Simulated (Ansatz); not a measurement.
## Bi2Te3: pressure series

Consider Bi₂Te₃ in the Bi2Te3 type structure (space group R-3m, No. 166; a = 4.387 Å, c = 30.286 Å (hexagonal axes)).

Cell and atoms are relaxed at each pressure.

All numbers come from Kohn–Sham DFT with the PBE-D3(BJ) functional, run in Ansatz (an electronic-structure program) with PAW and 420 eV plane waves, scalar-relativistic without spin-orbit coupling.

Notes on the quantities. enthalpy: H = E + PV relative to the base's energy.

```
variant           lattice parameter a  band gap       enthalpy
----------------  -------------------  --------  -------------
base                          4.387 Å   0.26 eV              –
pressure −1 GPa               4.419 Å   0.31 eV  -0.21 eV/atom
pressure 0.3 GPa              4.377 Å   0.26 eV  +0.06 eV/atom
pressure 0.7 GPa              4.366 Å   0.25 eV  +0.15 eV/atom
pressure 1.5 GPa              4.342 Å   0.24 eV  +0.31 eV/atom
pressure 3 GPa                4.301 Å   0.23 eV  +0.61 eV/atom
pressure 5 GPa                4.250 Å   0.24 eV  +1.00 eV/atom
pressure 7.5 GPa              4.191 Å   0.15 eV  +1.47 eV/atom
pressure 10 GPa                     …         …  +1.92 eV/atom
```

Q: Some entries are withheld; estimate them.

A: 
- pressure 10 GPa, lattice parameter a: 4.134 Å
- pressure 10 GPa, band gap: zero

The mesh was chosen for an insulator and is coarse for the gapless case. With Bi and Te present, leaving out spin-orbit coupling can change the band edges. Load acts through the strain it causes; cell and atoms are relaxed under it. Whether these cells are dynamically stable was not tested. No other phases were tried under pressure. All final runs are without spin polarisation. A zero or small gap of Bi2Te3 can be the functional's error rather than a property of the material.
